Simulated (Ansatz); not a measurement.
The parent structure is BP in the rock salt structure (space group Fm-3m, No. 225; a hypothetical phase, not in the database extracts checked; relaxed with 0.1 eV smearing).

```
CELL_PARAMETERS angstrom
      0.00000     2.16028     2.16028
      2.16028     0.00000     2.16028
      2.16028     2.16028     0.00000
ATOMIC_POSITIONS crystal
  P  0.00000 0.00000 0.00000
  B  0.50000 0.50000 0.50000
```

Cartesian axes are those of the cell as printed.

Computed with PBE, PAW, 420 eV (Ansatz, a quantum-chemistry and plane-wave program; no spin-orbit coupling).

Perturbation: uniaxial strain ε_xx = −1.65 %, all other strain components held at zero; the atoms relax in the strained cell.

### Question
Predict the stress tensor and what it implies for the stiffness.

### Answer
Stress of the strained cell less that of the base (GPa, compression positive):
```
    4.1     0.0     0.0
    0.0     2.2     0.0
    0.0     0.0     2.2
```

Then −Δσ_ii/ε with ε = -0.0165 gives secant stiffness values (nonlinear terms included at this strain): C11 ≈ 250 GPa, C12 ≈ 133 GPa and C13 ≈ 133 GPa.

No phonon test of stability was made. The final runs are not spin-polarised.
